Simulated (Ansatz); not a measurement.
Si$_{3}$N$_{4}$ (P6_3/m), r2SCAN, rigid bands (Ansatz, a program for electronic structure). Condition of this run: functional r2SCAN on the same cell. Band gap 4.98 eV, N_c = 1.68e19 cm⁻³ and N_v = 5.94e19 cm⁻³ at 300 K, conductivity masses along y (a = (7.62, 0.00, 0.00) Å; b = (-3.81, 6.60, 0.00) Å; c = (0.00, 0.00, 2.91) Å) of 1.47 mₑ (electrons) and 0.913 mₑ (holes). Take k_BT = 0.02585 eV.

A film of it is 5 nm thick, with its normal along the direction named. Estimate the confinement energies in an infinite well.

ħ²π²/(2m t²) = 0.376 eV·nm²/(m/mₑ × t²) gives 10.2 meV for electrons and 16.5 meV for holes, so the gap would widen to about 5.01 eV. Finite barriers and nonparabolic bands lower this, and with several valleys or bands the heaviest mass along the normal sets the lowest level, not this average.

What thermal injection velocity √(2k_BT/πm) limits a ballistic channel along the direction named?

4.44e6 cm/s for electrons and 5.63e6 cm/s for holes, a ratio of √(m_h/m_e) = 0.788, for dilute carriers.

Find the intrinsic carrier density and the intrinsic Fermi level.

n_i = √(N_c N_v) exp(−E_g/2k_BT) = 3.16e19 × exp(−96.32) = 4.7e-23 cm⁻³. The level lies (k_BT/2) ln(N_v/N_c) = 16 meV from mid-gap (positive towards the conduction band). Each 0.1 eV added to the gap lowers n_i by a factor of 6.9.

Rigid bands with the computed gap; masses take one relaxation time for all states. Spin-orbit coupling is left out; where it splits the top of the valence band, N_v and the p-type Seebeck coefficient come out somewhat high without it. Geometry: cell and atoms relaxed with PBEsol.
